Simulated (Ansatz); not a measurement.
## WSi2: stress against strain

WSi2 (MoSi2 type, I4/mmm, 13.144 Å³/atom at rest, c along z) under an equal strain ε in the (001) plane with the normal axis free, as in a coherent film. LDA in Ansatz, a plane-wave DFT program (PAW, default set), 420 eV, 25×25×25 Γ-centred mesh, Fermi-Dirac smearing 0.10 eV; ions are relaxed within the symmetry of each cell. Stress is positive for a compressed cell.

Here s stands for strain and y for stress xx.

| strain (%) | stress xx (GPa) |
|---|---|
| -3.00 | ? |
| -1.50 | 8.63 |
| -1.00 | 5.65 |
| -0.50 | 2.77 |
| 0.00 | 0.00 |
| 0.50 | -2.67 |
| 1.00 | -5.22 |
| 1.50 | -7.68 |

The 7 complete rows are fitted with a straight line, y against s. Means: s 0, y 0.211. About the means, the sum of products is -38.055 and the sum of squares of s is 7.0000; the slope is their ratio. Least squares gives y = 0.211 - 5.4364·s. Residuals (row less fit): 0.264, 0.003, -0.159, -0.211, -0.163, 0.005, 0.264; standard error 0.217 (degrees of freedom: 5). The slope gives the biaxial elastic modulus of this plane = 544 ± 8 GPa.

Question: Estimate the missing y (s = -3.00); what did the run itself give?

Answer: y = 0.211 - 5.4364 × (-3.0) = 16.520 GPa. The calculation gives 18.17 GPa, 1.650 GPa above the prediction (6.4 % of the range of y in the table). The row lies outside the fitted rows, so this is an extrapolation. From the scatter of the fitted rows alone, a prediction at this place has a standard error of 0.338 GPa, so the miss is 4.9 times that.

One order more, fitted to all 13 runs of the series, follows each within 0.01, so the miss is the next term of a smooth law. In a metal these values are sensitive to mesh and smearing; energies are taken to zero smearing, stresses follow the free energy. Rows are the converged runs of the series near zero and its far end; series whose fitted rows scatter by over a few per cent of the range, as at a crossing or softening among them, aren't shown in this form. Most that stay on the fit to the last digits aren't either.
